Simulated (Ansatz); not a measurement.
Given:

End structure of a constructed model of the (110) surface of bcc Ta, a layer of Rh in place of the second plane (bottom of the slab: a bare face, its two planes held):

```xyz
6
Lattice="2.8744 0.0000 0.0000 -0.9581 2.7100 0.0000 0.0000 0.0000 27.5000" Properties=species:S:1:pos:R:3 pbc="T T T"
Ta     0.9581     1.3550     8.0507
Ta     0.0000     0.0000    10.3976
Ta     0.9581     1.3550    12.7297
Ta     0.0000     0.0000    15.0445
Rh     0.9581     1.3550    17.1686
Ta     0.0000     0.0000    19.2067
```

Slab: 6 atoms, 11.4 Å thick at the start; k 14x14x1, smearing 0.1 eV, dipole-corrected; 2 atoms held, the rest relaxed; symmetry of the start imposed; no spin, no spin-orbit, no U. In PBE it lies 0.29 eV a 1x1 cell over the lowest computed structure of the same composition (a layer of Rh in place of the third plane).

Estimate the work function of the top face that PBE (Ansatz, a quantum-chemistry and plane-wave program) returns for this input.

4.61 eV
